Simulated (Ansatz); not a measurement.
Input for (Hf,La,Ta)OO alloy cell Hf6LaTaO16 (polar orthorhombic (Pca2_1) start):

Ansatz 0.2 input:
```yaml
crystal:
  lattice:
    - [5.362064199, 5.1201492, 5.149415849]
    - [-5.353376597, 5.108550365, -5.146900115]
    - [-5.356614708, 5.111080431, 5.152776308]
  atoms:
    - { symbol: Hf, position: [0.143742234, 0.511565485, 0.602281777] }
    - { symbol: Hf, position: [0.15686368, 0.016588683, 0.101059558] }
    - { symbol: Hf, position: [0.650637193, 0.516583455, 0.101488011] }
    - { symbol: Ta, position: [0.659304327, 0.013704358, 0.6047501] }
    - { symbol: Ta, position: [0.853724261, 0.502795072, 0.379566058] }
    - { symbol: Hf, position: [0.844531321, 1.002330145, 0.890212129] }
    - { symbol: Hf, position: [0.349979401, 0.488566788, 0.891317021] }
    - { symbol: Hf, position: [0.339804566, 0.984640854, 0.389543736] }
    - { symbol: La, position: [0.366993207, 0.253669593, 0.62619949] }
    - { symbol: Hf, position: [0.366858683, 0.765850452, 0.126573148] }
    - { symbol: Hf, position: [0.870218537, 0.270537493, 0.132958751] }
    - { symbol: Hf, position: [0.869189938, 0.759317268, 0.642978479] }
    - { symbol: La, position: [0.630185415, 0.759686602, 0.359918763] }
    - { symbol: Hf, position: [0.63601072, 0.253333686, 0.856636568] }
    - { symbol: Hf, position: [0.130939019, 0.743303302, 0.856814443] }
    - { symbol: Hf, position: [0.136887316, 0.251061495, 0.346126938] }
    - { symbol: O, position: [0.205538239, 0.359681268, 0.49049263] }
    - { symbol: O, position: [0.225153117, 0.846771459, -0.001075865] }
    - { symbol: O, position: [0.718271268, 0.348803416, 0.011595714] }
    - { symbol: O, position: [0.741380484, 0.867628589, 0.519149613] }
    - { symbol: O, position: [0.772205758, 0.525814586, 0.61822144] }
    - { symbol: O, position: [0.781778316, 0.055197575, 0.099921745] }
    - { symbol: O, position: [0.281477732, 0.523849618, 0.120162839] }
    - { symbol: O, position: [0.269512185, -0.012207264, 0.626598454] }
    - { symbol: O, position: [0.07569085, 0.059306817, 0.903363227] }
    - { symbol: O, position: [0.08453024, 0.580691793, 0.366961005] }
    - { symbol: O, position: [0.59541868, 0.068998923, 0.393219725] }
    - { symbol: O, position: [0.601074753, 0.589008435, 0.873616182] }
    - { symbol: O, position: [0.923657917, 0.768199009, 0.271219036] }
    - { symbol: O, position: [0.896079885, 0.281831994, 0.759481901] }
    - { symbol: O, position: [0.423766347, 0.788760913, 0.752577071] }
    - { symbol: O, position: [0.402227293, 0.274124875, 0.268198324] }
    - { symbol: O, position: [0.626017746, 0.496649116, 0.353448032] }
    - { symbol: O, position: [0.593521741, 0.995267504, 0.87320704] }
    - { symbol: O, position: [0.098662578, 0.492598347, 0.889996738] }
    - { symbol: O, position: [0.101712377, 0.989572778, 0.387675439] }
    - { symbol: O, position: [0.405762466, 0.276291181, 0.873485741] }
    - { symbol: O, position: [0.371282594, 0.765971902, 0.35916327] }
    - { symbol: O, position: [0.902034813, 0.261824104, 0.358632761] }
    - { symbol: O, position: [0.901705114, 0.760841032, 0.864395365] }
    - { symbol: O, position: [0.654352553, 0.246905738, 0.592810446] }
    - { symbol: O, position: [0.613599148, 0.743682253, 0.092527182] }
    - { symbol: O, position: [0.115436964, 0.231094946, 0.111335097] }
    - { symbol: O, position: [0.098024224, 0.718345483, 0.611130549] }
    - { symbol: O, position: [0.357165412, 0.518755236, 0.649602819] }
    - { symbol: O, position: [0.38624597, 0.025292279, 0.126083228] }
    - { symbol: O, position: [0.889649595, 0.52295455, 0.137912968] }
    - { symbol: O, position: [0.881193755, 0.029956626, 0.640465264] }
basis:
  ecutwfc: 420
  ecutrho_ratio: 4
  xc_grid: 2
kpoints:
  mp_grid: { grid: [3, 3, 3] }
hamiltonian:
  xc: pbe
  dispersion: none
  pseudopotentials: { kind: paw }
scf:
  n_extra_bands: 34
  occupations: { method: fermi_dirac, width: 0.01 }
output:
  forces: true
  stress: true
  eigenstates:
    kpoints:
      - [0.0, 0.0, 0.0]
      - [-0.5, -0.5, -0.5]
    e_range: [-4.0, 6.0]
    localisation: true
relax:
  f_tol: 0.03
  max_steps: 90
  cell: { stress_tol: 0.15 }
```

Calculation: PBE (plane waves to 420 eV, PAW; Ansatz, a quantum-chemistry and plane-wave program). Scalar-relativistic, without spin–orbit coupling; the runs are not spin-polarised. Its k-point mesh 3×3×3, Fermi–Dirac width 0.01 eV.

Write the closing report of this run, without the band table and long remarks, to eight decimals at most.


```
SCF converged after 6 iterations
Free energy (F): -239259.510653 eV
Harris-Foulkes:  -239259.510653 eV  (|F-HF|=6.98e-10)
Internal energy: -239259.510653 eV  (E = F + TS)
E sigma→0 (E₀):  -239259.510653 eV
Fermi energy:    15.021320 eV
--- Per-component energies (eV) ---
  E_band       = -489.147912
  E_kinetic    = 11763.654504
  E_local      = -83827.223512  (includes V_loc(G=0)·N_el)
  E_nonlocal   = -13162.885406
  E_hartree    = 38017.265618
  E_xc         = -6677.095937
  E_vxc        = -6910.945325  (∫ρ·V_xc dr)
  E_paw        = -115806.774162  (= ΣΔE_a)
  E_vpaw       = 15613.641209  (= ΣTr[D̂ρ^β])
  E_aug_tail   = 0.079278  (compensation charges beyond the density's cutoff)
  E_ewald      = -69566.531035
  E_smearing   = 0.000000  (= −TS)
  E_closure    = 0.000000  (closes the sum)
  Σ components = -239259.510653   (vs F -239259.510653, Δ=0.00e0)
--- Forces (eV/Å), atoms counted from 1 ---
  atom   1  Hf    -0.00428118    -0.00557900    -0.00290115
  atom   2  Hf    -0.00206037    -0.01625510     0.00241943
  atom   3  Hf     0.01291676    -0.00106000     0.00471896
  atom   4  Ta     0.01216550     0.00230222     0.00732468
  atom   5  Ta    -0.01548773     0.01400395    -0.00107640
  atom   6  Hf     0.00554439     0.00090755    -0.00107176
  atom   7  Hf    -0.00398424     0.00445561    -0.01054795
  atom   8  Hf    -0.01218680     0.01772036    -0.00804282
  atom   9  La     0.00181023    -0.00184094     0.00168527
  atom  10  Hf    -0.00370749    -0.00412637    -0.01261461
  atom  11  Hf    -0.01005593    -0.01867158    -0.00685762
  atom  12  Hf    -0.00201823    -0.00422311    -0.00619818
  atom  13  La     0.00030497     0.01498099    -0.00673742
  atom  14  Hf    -0.00073757     0.00515054     0.00219850
  atom  15  Hf    -0.00258495     0.01525291    -0.00662342
  atom  16  Hf     0.01467263     0.00412142     0.02276582
  atom  17  O      0.00258695    -0.00021145    -0.00379333
  atom  18  O      0.00572297    -0.00079222     0.00327879
  atom  19  O     -0.00183873     0.01053030     0.00486135
  atom  20  O     -0.01167410     0.00227255    -0.00224593
  atom  21  O      0.00173985    -0.00173365     0.00035331
  atom  22  O      0.00390376     0.00327385    -0.00730304
  atom  23  O      0.00286838     0.00061993    -0.00018137
  atom  24  O      0.01481824     0.00002371     0.00406477
  atom  25  O     -0.00158171    -0.00227313    -0.00626210
  atom  26  O      0.00306830    -0.00476803     0.00090298
  atom  27  O      0.00041745     0.00440275    -0.00470109
  atom  28  O     -0.01185350    -0.00116380     0.00218120
  atom  29  O      0.00880171    -0.00282237     0.00573800
  atom  30  O      0.00463769    -0.00043949    -0.00255851
  atom  31  O      0.00349190    -0.00238308     0.00396881
  atom  32  O     -0.01635217    -0.01146915    -0.00666201
  atom  33  O     -0.00325138    -0.01031003     0.00321522
  atom  34  O      0.00270907    -0.00337164    -0.00072546
  atom  35  O      0.00560484     0.00607539    -0.00043354
  atom  36  O     -0.00316766     0.00100922    -0.00039016
  atom  37  O      0.00028468     0.00392379     0.00208086
  atom  38  O     -0.00011142    -0.00403937    -0.00004651
  atom  39  O      0.00111410    -0.00439919    -0.00292459
  atom  40  O     -0.00861260     0.00063418    -0.00509258
  atom  41  O     -0.00137601    -0.00821793     0.00482344
  atom  42  O     -0.00277173     0.00046492     0.00012528
  atom  43  O     -0.00265291     0.00485153     0.00457524
  atom  44  O      0.00031353    -0.00183747     0.00671080
  atom  45  O     -0.00176428    -0.00057986     0.00529661
  atom  46  O     -0.00192157    -0.00185083     0.00381195
  atom  47  O      0.01123774    -0.00648951     0.00360737
  atom  48  O      0.00530166     0.00393446     0.00527644
  max |Σ_I F_I| component: 6.47e-6 eV/Å
--- Stress (GPa, compression-positive) ---
        0.090353       0.007610       0.009252
        0.007610       0.055759      -0.008341
        0.009252      -0.008341       0.098995
  P = ⅓ Tr σ = 0.0817 GPa (0.817 kbar)
--- Relaxed structure (6 steps of the walk, 6 accepted, 1 SCFs on fresh bases) ---
  F+E_penalty+E_count = -239259.51065274 eV   max|allowed force component| = 2.277e-2 eV/Å   (the final SCF, on the basis selected at the relaxed cell)
  cell:  # Å, volume = 570.7090 Å³
    - [5.39686545, 5.13824389, 5.17616821]
    - [-5.37555640, 5.11976063, -5.17991882]
    - [-5.36217068, 5.11595957, 5.16223856]
  atoms:
    - { symbol: Hf, position: [0.14213968, 0.51113537, 0.60234676] }
    - { symbol: Hf, position: [0.15847870, 0.01823236, 0.09893968] }
    - { symbol: Hf, position: [0.65099512, 0.51601132, 0.10411941] }
    - { symbol: Ta, position: [0.65714175, 0.01227984, 0.60556011] }
    - { symbol: Ta, position: [0.85325514, 0.50944712, 0.38140537] }
    - { symbol: Hf, position: [0.84694961, 1.00400691, 0.88936319] }
    - { symbol: Hf, position: [0.35228235, 0.49067991, 0.88781825] }
    - { symbol: Hf, position: [0.34102907, 0.98601643, 0.38886722] }
    - { symbol: La, position: [0.36748050, 0.25715936, 0.62155466] }
    - { symbol: Hf, position: [0.36786594, 0.76510939, 0.12429469] }
    - { symbol: Hf, position: [0.87194869, 0.27195825, 0.13268179] }
    - { symbol: Hf, position: [0.86825774, 0.75979453, 0.64464989] }
    - { symbol: La, position: [0.62807336, 0.76208496, 0.35970631] }
    - { symbol: Hf, position: [0.63509026, 0.25252531, 0.85581548] }
    - { symbol: Hf, position: [0.13089952, 0.74300926, 0.85748687] }
    - { symbol: Hf, position: [0.13384217, 0.24949819, 0.34685921] }
    - { symbol: O, position: [0.20285724, 0.35862559, 0.49238705] }
    - { symbol: O, position: [0.22389173, 0.84662130, -0.00017553] }
    - { symbol: O, position: [0.71619105, 0.34628787, 0.01404181] }
    - { symbol: O, position: [0.73434166, 0.86110012, 0.52610846] }
    - { symbol: O, position: [0.77397067, 0.52634956, 0.61784184] }
    - { symbol: O, position: [0.78414942, 0.05466586, 0.10062712] }
    - { symbol: O, position: [0.28325765, 0.52299565, 0.12027282] }
    - { symbol: O, position: [0.27257270, -0.01227345, 0.62722104] }
    - { symbol: O, position: [0.07791784, 0.06100504, 0.90033028] }
    - { symbol: O, position: [0.08359350, 0.57898914, 0.36340945] }
    - { symbol: O, position: [0.59480676, 0.06524596, 0.39499047] }
    - { symbol: O, position: [0.60214955, 0.58631866, 0.87484961] }
    - { symbol: O, position: [0.92259435, 0.77036654, 0.27263575] }
    - { symbol: O, position: [0.89551519, 0.28135146, 0.76089132] }
    - { symbol: O, position: [0.42234713, 0.78756930, 0.75603367] }
    - { symbol: O, position: [0.40209716, 0.27204898, 0.27334149] }
    - { symbol: O, position: [0.62673269, 0.49916025, 0.35353318] }
    - { symbol: O, position: [0.59304030, 0.99530661, 0.87091671] }
    - { symbol: O, position: [0.09830329, 0.49286221, 0.88901952] }
    - { symbol: O, position: [0.10093930, 0.99005560, 0.38643608] }
    - { symbol: O, position: [0.40701185, 0.27770569, 0.86999810] }
    - { symbol: O, position: [0.37112122, 0.76655079, 0.35674192] }
    - { symbol: O, position: [0.90053223, 0.25484648, 0.35972231] }
    - { symbol: O, position: [0.90272064, 0.76057507, 0.86562095] }
    - { symbol: O, position: [0.65615409, 0.24811324, 0.59219661] }
    - { symbol: O, position: [0.61483313, 0.74443733, 0.09145921] }
    - { symbol: O, position: [0.11835131, 0.23334966, 0.10736666] }
    - { symbol: O, position: [0.09798734, 0.71928228, 0.61040003] }
    - { symbol: O, position: [0.35580118, 0.51908544, 0.64852764] }
    - { symbol: O, position: [0.38776918, 0.02740234, 0.12407938] }
    - { symbol: O, position: [0.88975620, 0.52187502, 0.14073595] }
    - { symbol: O, position: [0.88096277, 0.02917566, 0.64097013] }
```

Cost: very roughly 30 core-minutes.
